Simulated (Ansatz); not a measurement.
Input and output of a self-consistent single point for CaMg2 (P1, 6 atoms in the cell) (Ansatz, a quantum-chemistry and plane-wave program).

Level of theory: LDA (PW92), PAW files made with PBE (plane waves; Ansatz).

The change in words: atoms moved at random. Reference geometry:
```xyz
6
Lattice="3.4451 0.0000 0.0000 -1.7225 2.9835 0.0000 0.0000 0.0000 16.8873" Properties=species:S:1:pos:R:3 pbc="T T T"
Ca     1.7225     0.9945     1.6139
Ca     0.0000     1.9890    15.2734
Mg     0.0000     1.9890     4.4919
Mg     1.7225     0.9945    12.3954
Mg     1.7225     0.9945     7.1266
Mg     0.0000     1.9890     9.7607
```

Reference input (self-consistent single point, DFT, LDA (PW92), plane waves, PAW files made with PBE): kpoints.mp_grid.grid = 8 8 2; hamiltonian.xc = lda; hamiltonian.pseudopotentials = {kind: paw} (the program's default PAW files); scf.occupations.method = gaussian; scf.occupations.width = 0.0073 Ry. This run's input differs from it in these lines:

Ansatz 0.2 input:
```diff
@@ -6,8 +6,8 @@
   atoms:
-    - { symbol: Ca, position: [0.666667, 0.333333, 0.095570] }
-    - { symbol: Ca, position: [0.333333, 0.666667, 0.904430] }
-    - { symbol: Mg, position: [0.333333, 0.666667, 0.265990] }
-    - { symbol: Mg, position: [0.666667, 0.333333, 0.734010] }
-    - { symbol: Mg, position: [0.666667, 0.333333, 0.422010] }
-    - { symbol: Mg, position: [0.333333, 0.666667, 0.577990] }
+    - { symbol: Ca, position: [0.662028, 0.332124, 0.094260] }
+    - { symbol: Ca, position: [0.352091, 0.666482, 0.904861] }
+    - { symbol: Mg, position: [0.292784, 0.630163, 0.266874] }
+    - { symbol: Mg, position: [0.671952, 0.338823, 0.735804] }
+    - { symbol: Mg, position: [0.686036, 0.353778, 0.424490] }
+    - { symbol: Mg, position: [0.335109, 0.678632, 0.573712] }
 kpoints:
```

Output (repeated stretches shortened):

```
SCF iter   1: F=—  HF=-11154.828597 eV  |F-HF|=—  |Δ(HF+E_count)|=         —  Δρ=4.35e-2  dr2=1.22e2  ethr=3.10e-3  ⟨swp⟩=9.2  Hψ=11809  notcnv=0
all-band conjugate gradients solve this SCF's bands
preconditioner: auto → Kerker (q_TF=auto, 2.286 Å⁻¹)
SCF iter   2: F=—  HF=-11151.743577 eV  |F-HF|=—  |Δ(HF+E_count)|=    3.09e0  Δρ=1.60e-2  dr2=1.66e1  ethr=3.10e-3  ⟨swp⟩=3.0  Hψ=4202  notcnv=0  defer=47
   [... lines left out ...]
SCF iter   6: F=—  HF=-11151.089630 eV  |F-HF|=—  |Δ(HF+E_count)|=   8.26e-4  Δρ=1.41e-4  dr2=7.98e-5  ethr=9.69e-6  ⟨swp⟩=1.9  Hψ=2584  notcnv=0  defer=53
SCF iter   7: F=—  HF=-11151.089554 eV  |F-HF|=—  |Δ(HF+E_count)|=   7.61e-5  Δρ=3.99e-5  dr2=4.48e-6  ethr=1.33e-7  ⟨swp⟩=2.0  Hψ=4478  notcnv=0  defer=53
SCF iter   8: F=—  HF=-11151.089553 eV  |F-HF|=—  |Δ(HF+E_count)|=   3.61e-7  Δρ=1.29e-5  dr2=8.60e-7  ethr=7.46e-9  ⟨swp⟩=2.0  Hψ=4143  notcnv=0  defer=53
SCF iter   9: F=-11151.089553 eV  HF=-11151.089553 eV  |F-HF|=3.43e-8  |Δ(HF+E_count)|=   3.43e-8  Δρ=3.05e-6  dr2=4.40e-8  ethr=1.67e-10  ⟨swp⟩=9.4  Hψ=12912  notcnv=0
SCF 1 converged in 9 iterations: F = -11151.089553 eV  dr2 = 4.40e-8
Free energy (F): -11151.089553 eV
Internal energy: -11151.066327 eV  (E = F + TS)
E sigma→0 (E₀):  -11151.077940 eV
Entropy (-TS):   -0.023227 eV (-3.871 meV/atom)
Fermi energy:    5.032769 eV
--- Forces (eV/Å), atoms counted from 1 ---
  atom   1  Ca    -0.00610939    -0.02499584     0.21130271
  atom   2  Ca    -0.03058193     0.00556668    -0.16186968
  atom   3  Mg     0.05209510     0.06028965     0.04116742
  atom   4  Mg     0.01304255    -0.00166542    -0.15722010
  atom   5  Mg    -0.04816531    -0.04310439    -0.15198997
  atom   6  Mg     0.01971755     0.00390811     0.21854986
--- Stress (GPa, compression-positive) ---
       -1.010429      -0.004620      -0.012720
       -0.004620      -1.227908       0.018247
       -0.012720       0.018247      -3.037653
  P = ⅓ Tr σ = -1.7587 GPa (-17.587 kbar)
  The stress holds the Pulay correction. Without it, at fixed plane waves, as pw.x and ABINIT print it: P = -1.7639 GPa
```

The run converged in 9 iterations. Against the reference run the free energy rises by 5.0 meV/atom, the pressure moves little (-1.81 to -1.76 GPa) and the largest force goes from 0.150 to 0.219 eV/Å.

The starting cell comes from a database of computed structures (which also holds hypothetical and non-ambient phases and stackings), without a prior relaxation at this level. For this run, on top of that: atoms moved at random. Ansatz's pressure includes its estimate of the finite-basis (Pulay) stress.

Cost on one core of a shared machine: roughly 50 s.
